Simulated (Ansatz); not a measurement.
Base system: Ge in the diamond structure (space group Fd-3m, No. 227; a = 5.675 Å). Axes: x, y, z lie along the cube axes.

Calculations: r2SCAN/PAW in Ansatz (a program for electronic structure), scalar-relativistic without spin-orbit coupling.

For the base:

| Item | Value |
|---|---|
| Band gap | 0.36 eV |
| Pressure | 0.00 GPa |

Modification: tensile biaxial strain of 0.76 % in the plane normal to [110], as in epitaxy on a mismatched substrate; the out-of-plane cell vector and the atoms relax.

Task: What does the calculation give for the band gap after the change?

Result: The band gap shrinks by 0.18 eV, from 0.36 eV to 0.18 eV.

Task: Predict the new energy relative to the base.

Result: The energy grows by 1.4 meV/atom.

Task: How does this affect the pressure?

Result: The pressure (mean of the normal stresses, compression positive) goes from zero to -0.86 GPa.

A biaxial case was relaxed in a doubled cell and then solved in the primitive one. Whether these cells are dynamically stable was not tested. The zero or small gap of Ge under biaxial strain +0.76 %, plane normal [110], relaxed out of plane can change with the level of theory.
